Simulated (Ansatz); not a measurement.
Carrier properties of SiO2 under load (space group P4_2/mnm)

Input:

```yaml
crystal:
  lattice:
    - [4.20078, 0.00000, 0.00000]
    - [0.00000, 4.20078, 0.00000]
    - [0.00000, 0.00000, 2.66532]
  atoms:
    - { symbol: Si, position: [0.00000, 0.00000, 0.00000] }
    - { symbol: Si, position: [0.50000, 0.50000, 0.50000] }
    - { symbol: O, position: [0.30619, 0.30619, 0.00000] }
    - { symbol: O, position: [0.19381, 0.80619, 0.50000] }
    - { symbol: O, position: [0.69381, 0.69381, 0.00000] }
    - { symbol: O, position: [0.80619, 0.19381, 0.50000] }
```

The numbers are results of PBEsol, rigid bands (plane waves, PAW, scalar-relativistic; Ansatz, a program for electronic structure), not measurements. Condition of this run: uniaxial stress zz = 3 GPa (compression positive) (the target of the relaxation). Geometry: cell and atoms relaxed with PBEsol, then loaded as said.

- band gap: 5.42 eV
- electron conductivity mass (300 K, dilute): 0.49 (x), 0.49 (y), 0.39 (z) mₑ
- hole conductivity mass (300 K, dilute): 1.11 (x), 1.11 (y), 1.91 (z) mₑ
- effective density of states N_c (300 K): 7.4e18 cm⁻³
- effective density of states N_v (300 K): 3.5e19 cm⁻³
- density-of-states mass, electrons: 0.44 mₑ
- density-of-states mass, holes: 1.25 mₑ
- Seebeck coefficient, n-type 1e19 cm⁻³, 300 K: -200 μV/K
- best n-type power factor at 300 K for τ = 10 fs (best axis; densities from 1e16 to 1e21 cm⁻³ tried, whether or not they can be reached): 3.2 μW/(cm·K²) at 3e19 cm⁻³
- Seebeck coefficient, p-type 1e19 cm⁻³, 300 K: 330 μV/K
- best p-type power factor at 300 K for τ = 10 fs (best axis; densities from 1e16 to 1e21 cm⁻³ tried, whether or not they can be reached): 5.5 μW/(cm·K²) at 1e20 cm⁻³

Rigid bands; masses and Seebeck coefficients take one relaxation time τ for all states and one kind of carrier; polarons and phonon drag are left out. Spin-orbit coupling is left out; where it splits the top of the valence band, N_v and the p-type Seebeck coefficient come out somewhat high without it.
